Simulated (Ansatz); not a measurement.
Output of an Ansatz run (abridged):

```
WARN ansatz: RAYON_NUM_THREADS=1 ignored (pool sized by the plan → 1); use --threads N
Pseudopotentials: kind: paw
Pseudopotential: Ca, paw, valence charge 10
Pseudopotential: C, paw, valence charge 4
Crystal: 6 atoms, lattice volume = 98.117 Å³
Basis set: ecut = 420 eV, 1929 PW (Γ), exchange–correlation on 60×60×100 points (8 copies of the dense FFT grid, shifted against one another)
Bands: 24, of which v1, the nominal top of the filled ones, is band 18 counted from 1 (17 counted from 0)
Symmetry: 2 space group operations
Space group: Cm (ITA 8), of the structure as read, at distance tolerance 4.6e-5 Å
k-points: 34 of 108 (time reversal used)
PAW frozen core: Ca, regenerated for the run's functional, and the local potential with it
PAW frozen core: C, regenerated for the run's functional, and the local potential with it
Initial density: superposition of atomic densities (neutral atoms: chi_scale 0, normalization atom), corrected by the library's trained network
Initial wavefunctions: pseudopotential atomic-orbital guess
Eigensolver: davidson
Functional: x = pbesol(κ = 0.804, μ = 0.12345679012345678), c = pbesol(β = 0.046)
SCF iter   1: F=—  HF=-4573.779033 eV  |F-HF|=—  |Δ(HF+E_count)|=         —  Δρ=6.20e-3  dr2=4.68e-2  ethr=1.77e-3  ⟨swp⟩=4.1  Hψ=3342  notcnv=0  defer=110
all-band conjugate gradients solve this SCF's bands
preconditioner: auto → Resta (q_TF=auto, 2.308 Å⁻¹)
SCF iter   2: F=—  HF=-4573.768305 eV  |F-HF|=—  |Δ(HF+E_count)|=   1.07e-2  Δρ=2.26e-3  dr2=5.91e-3  ethr=1.30e-4  ⟨swp⟩=2.0  Hψ=1357  notcnv=0  defer=135
SCF iter   3: F=—  HF=-4573.767965 eV  |F-HF|=—  |Δ(HF+E_count)|=   3.39e-4  Δρ=5.81e-4  dr2=3.69e-4  ethr=1.64e-5  ⟨swp⟩=2.1  Hψ=1118  notcnv=0  defer=136
SCF iter   4: F=—  HF=-4573.768087 eV  |F-HF|=—  |Δ(HF+E_count)|=   1.21e-4  Δρ=1.58e-4  dr2=3.85e-5  ethr=1.03e-6  ⟨swp⟩=2.9  Hψ=1399  notcnv=0  defer=136
SCF iter   5: F=—  HF=-4573.768095 eV  |F-HF|=—  |Δ(HF+E_count)|=   8.02e-6  Δρ=1.48e-4  dr2=3.73e-5  ethr=1.07e-7  ⟨swp⟩=2.0  Hψ=1109  notcnv=0  defer=75
SCF iter   6: F=—  HF=-4573.768089 eV  |F-HF|=—  |Δ(HF+E_count)|=   5.38e-6  Δρ=2.40e-5  dr2=5.68e-7  ethr=1.04e-7  ⟨swp⟩=2.0  Hψ=958  notcnv=0  defer=74
SCF iter   7: F=—  HF=-4573.768090 eV  |F-HF|=—  |Δ(HF+E_count)|=   5.60e-7  Δρ=8.71e-6  dr2=1.04e-7  ethr=2.78e-10  ⟨swp⟩=13.6  Hψ=5782  notcnv=0
SCF iter   8: F=-4573.768090 eV  HF=-4573.768090 eV  |F-HF|=2.15e-9  |Δ(HF+E_count)|=   1.43e-8  Δρ=2.67e-6  dr2=8.24e-9  ethr=2.78e-10  ⟨swp⟩=4.8  Hψ=2535  notcnv=0
SCF 1 converged in 8 iterations: F = -4573.768090 eV  dr2 = 8.24e-9
SCF converged after 8 iterations
Free energy (F): -4573.768090 eV
Harris-Foulkes:  -4573.768090 eV  (|F-HF|=2.15e-9)
Internal energy: -4573.768090 eV  (E = F + TS)
E sigma→0 (E₀):  -4573.768090 eV
Fermi energy:    4.061158 eV
--- Per-component energies (eV) ---
  E_band       = -312.823192
  E_kinetic    = 898.758869
  E_local      = -1951.389208  (includes V_loc(G=0)·N_el)
  E_nonlocal   = 241.356801
  E_hartree    = 612.467849
  E_xc         = -458.091068
  E_vxc        = -571.916856  (∫ρ·V_xc dr)
  E_paw        = -2053.291624  (= ΣΔE_a)
  E_vpaw       = -154.568090  (= ΣTr[D̂ρ^β])
  E_aug_tail   = 0.000016  (compensation charges beyond the density's cutoff)
  E_ewald      = -1863.901714
  E_core_change = 0.321991  (= ΣΔE_core)
  E_smearing   = -0.000000  (= −TS)
  E_closure    = -0.000000  (closes the sum)
  Σ components = -4573.768090   (vs F -4573.768090, Δ=0.00e0)
--- Forces (eV/Å), atoms counted from 1 ---
  atom   1  Ca    -0.03235077     0.00000000    -0.33219713
  atom   2  Ca     0.05709229     0.00000000     0.16781192
  atom   3  C      0.20346120     0.00000000     0.34568299
  atom   4  C     -0.20622356     0.00000000    -0.26792675
  atom   5  C     -0.22110949     0.00000000     0.17454657
  atom   6  C      0.19910779     0.00000000    -0.08784693
  max |Σ_I F_I| component: 7.07e-5 eV/Å
--- Stress (GPa, compression-positive) ---
       -1.929585       0.000000       0.146256
        0.000000      -2.488363       0.000000
        0.146256       0.000000      -1.920861
  P = ⅓ Tr σ = -2.1129 GPa (-21.129 kbar)
  The stress holds the Pulay correction. Without it, at fixed plane waves, as pw.x and ABINIT print it: P = -2.3184 GPa
--- Band table (eV; the first three rows and the last of 34) ---
  k-point 0: bands = ["-34.1997", "-34.1916", "-15.4284", "-15.3009", "-15.2476", "-15.2385", "-15.2347", "-15.2320", "-8.1721", "-7.6719", "0.0279", "1.8648", "2.1240", "2.9590", "3.1663", "3.3878", "3.6337", "3.8425", "7.1906", "8.0531", "8.9013", [...]
  k-point 1: bands = ["-34.1984", "-34.1929", "-15.3987", "-15.3303", "-15.2461", "-15.2402", "-15.2379", "-15.2303", "-8.1174", "-7.7314", "0.3416", "1.1382", "2.4277", "2.8622", "3.0544", "3.6504", "3.6808", "3.8639", "7.4866", "8.2967", "8.4629", [...]
  k-point 2: bands = ["-34.1968", "-34.1895", "-15.4107", "-15.3037", "-15.2754", "-15.2692", "-15.2522", "-15.2410", "-8.0914", "-7.6578", "0.2477", "1.6405", "1.8874", "2.8114", "3.0892", "3.3000", "3.6038", "3.8076", "7.3956", "8.1400", "8.8028", [...]
  k-point 33: bands = ["-34.1916", "-34.1865", "-15.4132", "-15.3659", "-15.3175", "-15.2902", "-15.2605", "-15.2484", "-7.9211", "-7.5811", "0.1755", "0.5552", "2.0432", "2.3378", "2.8126", "3.3323", "3.8449", "4.0285", "8.3341", "9.3206", [...]
```

The structure:

```xyz
6
Lattice="3.5896 -1.9210 0.0000 3.5896 1.9210 0.0000 -2.1707 0.0000 7.1142" Properties=species:S:1:pos:R:3 pbc="T T T"
Ca     4.0891     0.0000     5.4106
Ca     0.9194     0.0000     1.7536
C     -0.6562     0.0000     4.0146
C      5.6648     0.0000     3.0996
C      3.1176     0.0000     0.4144
C      1.8910     0.0000     6.6998
```

Problem. Write an input that gives this output.

Solution. Other spellings and defaults could give the same log, and not every line can be read from it. The input that was run (DFT, PBEsol, plane waves, default PAW files made with PBE):

Ansatz 0.2 input:
```yaml
crystal:
  lattice:
    - [3.589637, -1.921041, 0.000000]
    - [3.589637, 1.921041, 0.000000]
    - [-2.170743, 0.000000, 7.114210]
  atoms:
    - { symbol: Ca, position: [0.799535, 0.799535, 0.760538] }
    - { symbol: Ca, position: [0.202590, 0.202590, 0.246490] }
    - { symbol: C, position: [0.079220, 0.079220, 0.564310] }
    - { symbol: C, position: [0.920780, 0.920780, 0.435690] }
    - { symbol: C, position: [0.451860, 0.451860, 0.058250] }
    - { symbol: C, position: [0.548140, 0.548140, 0.941750] }
basis:
  ecutwfc: 420.0 eV
kpoints:
  mp_grid:
    grid: [6, 6, 3]
hamiltonian:
  xc: pbesol
  pseudopotentials:
    kind: paw
scf:
  occupations:
    method: fixed
output:
  forces: true
  eigenvalues: true
  stress: true
```

The starting cell comes from a database of computed structures (which also holds hypothetical and non-ambient phases and stackings), without a prior relaxation at this level. Its lattice was rescaled by up to half a per cent. One atom was moved a little off its site on purpose. Ansatz's pressure includes its estimate of the finite-basis (Pulay) stress.

Ansatz is a quantum-chemistry and plane-wave program.
